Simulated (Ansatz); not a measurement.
We consider TiSi (model structure, started from the FeSi type, P2₁3, No. 198, 8 atoms in the cell), described by r²SCAN (Ansatz, a first-principles code, PAW).

Settings: plane-wave cutoff 560 eV, 12×12×12 k mesh, Fermi–Dirac smearing 0.05 eV, no spin polarisation, scalar-relativistic PAW data made under PBE.

Cell (relaxed at this level):

```xyz
8
Lattice="4.9596 0.0000 0.0000 0.0000 4.9596 0.0000 0.0000 0.0000 4.9596" Properties=species:S:1:pos:R:3 pbc="T T T"
Ti     0.7098     0.7098     0.7098
Ti     3.1896     1.7700     4.2498
Ti     4.2498     3.1896     1.7700
Ti     1.7700     4.2498     3.1896
Si     4.1819     4.1819     4.1819
Si     1.7021     3.2575     0.7777
Si     0.7777     1.7021     3.2575
Si     3.2575     0.7777     1.7021
```

**Question.** What does this level give for the bulk modulus?

**Answer.** 
bulk modulus: 139 GPa

The run finds no gap.

Note: the bulk modulus is −V dP/dV from two relaxed cells at ±2 % in volume; the relaxation could raise the start's symmetry but not lower it, so the cell can be a saddle point.

The computed numbers hold no vibrational or temperature effects.

It cost about 7 core-minutes (a rough figure) of CPU time.

A model structure was made by putting elements into a prototype or built by hand; it is no filed structure, need not be a known phase, and can be a saddle point held by its symmetry.
